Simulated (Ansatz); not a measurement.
## Ag, response to strain

The parent structure is Ag in the fcc (Cu type) structure (space group Fm-3m, No. 225; a = 4.105 Å; relaxed with 0.1 eV smearing). Axes: x, y, z lie along the cube axes.

Strains are applied to the cell and any free atomic positions relax; under biaxial strain the out-of-plane vector relaxes too.

Level of theory: r2SCAN (Ansatz, a first-principles code, PAW, without spin-orbit coupling), earlier PAW set.

Candidates:
(a) biaxial strain −3.62 %, plane normal [111], relaxed out of plane
(b) isotropic strain +0.23 %
(c) isotropic strain −0.58 %
(d) biaxial strain −2.40 %, plane normal [001], relaxed out of plane
(e) biaxial strain −1.80 %, plane normal [001], relaxed out of plane

Notes on the quantities. energy relative to the base: free energy F.

Problem. Order them by energy relative to the base, highest first.

Solution. (a) biaxial strain −3.62 %, plane normal [111], relaxed out of plane (+30 meV/atom), (d) biaxial strain −2.40 %, plane normal [001], relaxed out of plane (+6.1 meV/atom), (e) biaxial strain −1.80 %, plane normal [001], relaxed out of plane (+3.3 meV/atom), (c) isotropic strain −0.58 % (+1.7 meV/atom), (b) isotropic strain +0.23 % (+0.3 meV/atom)

Whether these cells are dynamically stable was not tested.
